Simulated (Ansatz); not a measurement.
Start from SiC in the wurtzite structure (space group P6_3mc, No. 186; a = 3.0760 Å, c = 5.0478 Å).

Level of theory: Ansatz (a first-principles code) PBEsol, no spin-orbit coupling.

Before the change:

```
Item                                          Value
-----------------------------  --------------------
Shortest interatomic distance               1.883 Å
Valence-band top at Γ          0.00, 0.00, -0.11 eV
Band gap                                    2.12 eV
```

It is then changed as follows: a hydrostatic pressure of 30 GPa.

Question: Predict the new shortest interatomic distance, valence-band top at Γ and band gap.

Answer: The shortest interatomic distance drops by 0.067 Å (1.883 Å → 1.816 Å); the valence-band top at Γ (three highest levels, from the VBM) remains 0.00, 0.00, -0.11 eV; the band gap shrinks by 0.20 eV (2.12 eV → 1.92 eV).

Load acts through the strain it causes; cell and atoms are relaxed under it. No phonon test of stability was made. Competing high-pressure phases were not computed.
